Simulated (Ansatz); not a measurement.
Pair distribution function (S-W) of WS2 (2H layers), cell W32S64, begun in the crystal structure [in the run: it stayed crystalline; mean temperature 752 K (target 750 K); density 7.59 g/cm³, volume +2 % from the start crystal's; Γ point only, which a denser mesh shifts by -0.4 GPa in pressure and 0.02 eV/Å in forces], from MD at 752 K. All values below come from PBE + D3(BJ) (plane waves, PAW; Ansatz, a quantum-chemistry and plane-wave program). Volume per atom 18.08 Å³, mean pressure -0.1 GPa. 

(r (Å), g(r)): (1.54, 0.00); (1.58, 0.00); (1.62, 0.00); (1.66, 0.00); (1.70, 0.00); (1.74, 0.00); (1.78, 0.00); (1.82, 0.00); (1.86, 0.00); (1.90, 0.00); (1.94, 0.00); (1.98, 0.00); (2.02, 0.00); (2.06, 0.00); (2.10, 0.00); (2.14, 0.00); (2.18, 0.01); (2.22, 0.19); (2.26, 1.11); (2.30, 3.34); (2.34, 7.23); (2.38, 11.1); (2.42, 11.8); (2.46, 9.48); (2.50, 6.09); (2.54, 2.98); (2.58, 1.26); (2.62, 0.47); (2.66, 0.15); (2.70, 0.04); (2.74, 0.01); (2.78, 0.00); (2.82, 0.00); (2.86, 0.00); (2.90, 0.00); (2.94, 0.00); (2.98, 0.00); (3.02, 0.00); (3.06, 0.00); (3.10, 0.00); (3.14, 0.00); (3.18, 0.00); (3.22, 0.00); (3.26, 0.00); (3.30, 0.00); (3.34, 0.00); (3.38, 0.00); (3.42, 0.00); (3.46, 0.00); (3.50, 0.00); (3.54, 0.00); (3.58, 0.01); (3.62, 0.02); (3.66, 0.05); (3.70, 0.14); (3.74, 0.30); (3.78, 0.59); (3.82, 0.97); (3.86, 1.49); (3.90, 2.15); (3.94, 2.62); (3.98, 2.78); (4.02, 2.64); (4.06, 2.30); (4.10, 1.73); (4.14, 1.12); (4.18, 0.75); (4.22, 0.42); (4.26, 0.21); (4.30, 0.15); (4.34, 0.14); (4.38, 0.15); (4.42, 0.20); (4.46, 0.29); (4.50, 0.37); (4.54, 0.42); (4.58, 0.47); (4.62, 0.49); (4.66, 0.49); (4.70, 0.45); (4.74, 0.39); (4.78, 0.38); (4.82, 0.47); (4.86, 0.60); (4.90, 0.89); (4.94, 1.47); (4.98, 2.17); (5.02, 2.87); (5.06, 3.31); (5.10, 3.50)

Question: From these data, give where the first shell ends and the number of neighbours in it.

Answer: g is nil from 2.8 to 3.6 Å, so any cut there serves; 3.0 W round each S and 6.0 S round each W in the shell, from n = 4πρ∫r²g(r)dr.
